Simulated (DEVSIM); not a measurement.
System: illuminated Si n-on-p cell, one wavelength, with a back-surface field, at 350 K.

Layer 1 from the left is Si, thickness (μm) 0.110, Nd (cm⁻³) 1.9e18, τn (s) 7.4e-7, τp (s) 1.8e-7, absorption coefficient (cm⁻¹) 120. Layer 2 from the left is Si, thickness (μm) 34.0, Na (cm⁻³) 1.4e16, τn (s) 4.1e-6, τp (s) 4.1e-6, absorption coefficient (cm⁻¹) 120. Layer 3 from the left is Si, thickness (μm) 1.50, Na (cm⁻³) 8.6e18, τn (s) 4.1e-6, τp (s) 4.1e-6, absorption coefficient (cm⁻¹) 120.

Left contact: ohmic, minority hole recombination velocity 10 cm/s. Right contact: ohmic, minority electron recombination velocity 1000 cm/s. Voltage is applied to the left contact. Recombination: SRH at mid-gap, radiative, Auger. Gap narrowing is on: ΔEg = 6.92 meV × (l + √(l² + 0.5)), l = ln(N/1.3e17 cm⁻³), shared equally by both band edges. Light enters at the left, 9.3e17 photons cm⁻² s⁻¹, one pass, no reflection. Mobility is μmin + (μ − μmin)/(1 + (N/Nref)^α).

This is a model device: material constants are rounded textbook-type values typed into the input, and sizes, dopings and lifetimes were drawn at random. Values at 300 K; Nc and Nv go as T^1.5, mobilities as T to minus their exponent, the gap by Varshni's rule with the affinity fixed.

Si: gap (eV) 1.124, affinity (eV) 4.05, permittivity 11.7, Nc (cm⁻³) 2.86e19, Nv (cm⁻³) 3.1e19, μn (cm²/Vs) 1417, μp (cm²/Vs) 470, μn,min 52, μp,min 45, Nref,n 9.7e16, Nref,p 2.2e17, αn 0.68, αp 0.72, T exponent of μn 2.3, T exponent of μp 2.2, B (cm³/s) 4.7e-15, Cn (cm⁶/s) 2.8e-31, Cp (cm⁶/s) 9.9e-32, Varshni α (eV/K) 0.000473, Varshni β (K) 636.

Model (solved in DEVSIM): 1D drift-diffusion, Boltzmann statistics, complete ionisation; no tunnelling, impact ionisation, image-force lowering or self-heating.

Dark forward current:

| |V| (V) | |J| (A/cm²) |
|---|---|
| 0.05 | 3.722e-8 |
| 0.10 | 1.383e-7 |
| 0.15 | 4.679e-7 |
| 0.20 | 1.725e-6 |
| 0.25 | 7.176e-6 |
| 0.30 | 3.295e-5 |
| 0.35 | 0.0001612 |
| 0.40 | 0.0008157 |
| 0.45 | 0.004191 |
| 0.50 | 0.02141 |
| 0.55 | 0.1028 |
| 0.60 | 0.4016 |
| 0.65 | 1.186 |
| 0.70 | 3.129 |
| 0.75 | 8.695 |
| 0.80 | 28.07 |
| 0.85 | 111.1 |
| 0.90 | 509.0 |
| 0.95 | 2011 |

Problem. Work out the local ideality factor n = ΔV / (kT/q · ln(J2/J1)) between the rows 0.15 and 0.20 V, 0.40 and 0.45 V, 0.90 and 0.95 V.

Solution. kT/q = 30.16 mV. From 0.15 to 0.20 V: ln(1.725e-6/4.679e-7) = 1.305, n = 1.27. From 0.40 to 0.45 V: ln(0.004191/0.0008157) = 1.637, n = 1.01, near the 1 of diffusion or emission over a barrier. From 0.90 to 0.95 V: ln(2011/509.0) = 1.374, n = 1.21.

Problem. What current could the absorbed light give at most, and what share is collected?

Solution. Σ αd = 0.427, so qΦ(1 − exp(−Σ αd)) = 51.8 mA/cm². The simulated short-circuit current is 49.85 mA/cm², a share of 0.96.

Problem. Estimate the open-circuit voltage by superposition: the voltage at which the dark current equals that short-circuit current.

Solution. Interpolating ln J in the table gives 0.527 V. The simulation gives 0.527 V, the same within the digits that matter. Superposition holds where collection doesn't change with voltage.

Problem. Estimate the fill factor from FF0 = (v − ln(v + 0.72))/(v + 1), v = qVoc/(nkT), with n from the dark curve.

Solution. The rows about Voc, 0.50 and 0.55 V, give n = 1.06, so v = 16.5 and FF0 = 0.781. The simulation gives 0.785, the same within the digits that matter.
